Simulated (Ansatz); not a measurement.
The reference is ZnS in the zinc blende structure (space group F-43m, No. 216; a = 5.357 Å).

All numbers come from PBEsol (Ansatz, a first-principles code; PAW; 420 eV plane waves; scalar-relativistic without spin-orbit coupling).

Before the change:

* **Valley order**: Γ 2.09 eV; X along ⟨100⟩ 3.17 eV; L along ⟨111⟩ 3.24 eV

Now apply this change: an isotropic linear strain of +1.50 %, atoms relaxed at fixed cell.

Q: What happens to the valley order?

A: The valley order (the lowest conduction-band minima on the path, energy above the VBM, named in the base's zone) goes from Γ 2.09 eV; X along ⟨100⟩ 3.17 eV; L along ⟨111⟩ 3.24 eV to Γ 1.90 eV; L along ⟨111⟩ 3.15 eV; X along ⟨100⟩ 3.27 eV.

Q: Estimate the effect on the energy relative to the base.

A: The energy rises by 9.1 meV/atom.

The levels and masses belong to the bands next to the band gap. Stability against distortions was not tested.
